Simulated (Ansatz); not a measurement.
# Element substitutions in Sn

Base system: Sn (space group I4_1/amd, No. 141; a = 5.8329 Å, c = 3.1581 Å).

Each row replaces one element on all its sites; cell and atoms are relaxed.

Levels (all Ansatz, a first-principles code, PAW): PBEsol (420 eV, no spin-orbit coupling); r2SCAN (500 eV, no SOC).

Pressures by level, all at the geometries relaxed with PBEsol:

```
case      PBEsol    r2SCAN
-------  -------  --------
base     0.0 GPa   1.5 GPa
Sn → Cu  0.0 GPa   1.5 GPa
Sn → Ir  0.0 GPa   4.2 GPa
Sn → Fe  0.0 GPa  16.4 GPa
```

The magnetic state is the one reached from the starting moments; the real material's order can differ, and small cells can't hold many antiferromagnetic ones. Single points use the geometry relaxed with PBEsol. Their cutoffs differ, which shifts pressures a little. No phonon test of stability was made. As relaxed here, Cu, Ir and Fe are hypothetical phases, not in the database extracts checked. Spin-polarised in the final run: PBEsol Fe and r2SCAN Fe; the other runs are not.
